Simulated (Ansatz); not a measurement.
How the elastic constant C11 of L1₂ (Cu3Au-type) Pt3Ti moves with the method

No measured value is used here.

### Question
Put these levels in order of the elastic constant C11 that they give for L1₂ (Cu3Au-type) Pt3Ti, smallest first: LDA (Ansatz, a program for electronic structure), PBE (Ansatz), r²SCAN (Ansatz).

### Answer
PBE (345 GPa), r²SCAN (375 GPa), LDA (411 GPa)

Unless a cell is named, each level is at its own relaxed cell (LDA 14.53, PBE 15.38, r²SCAN 15.07 Å³/atom).

The crystal itself was run without spin with PBE, LDA, r²SCAN; a magnetic state was not tried in these runs. Density-functional levels without +SOC have no spin–orbit coupling. Each level is taken at its own relaxed cell. Cutoffs differ between the levels. Ansatz's density-functional and Hartree–Fock values are scalar-relativistic unless marked +SOC, with PAW data made under PBE.
